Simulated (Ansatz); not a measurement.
Sn on the 1x1 (111) surface of fcc Au (the real clean face reconstructs), one in a 2x2 cell, energies for each (29.9 Å²). Energies are against an atom of beta tin, without zero-point or thermal terms; each row is named by its start.

These are PBE (plane waves to 420 eV, PAW; Ansatz, a first-principles code) values and carry that method's errors.

Q: Which site binds most strongly?
A) top Au
B) hollow Au-Au-Au over Au at depth 2.4 Å
C) hollow Au-Au-Au over Au at depth 4.8 Å

A: C, hollow Au-Au-Au over Au at depth 4.8 Å. Adsorption energies: hollow Au-Au-Au over Au at depth 4.8 Å -0.30 eV; hollow Au-Au-Au over Au at depth 2.4 Å -0.23 eV; top Au 0.42 eV.
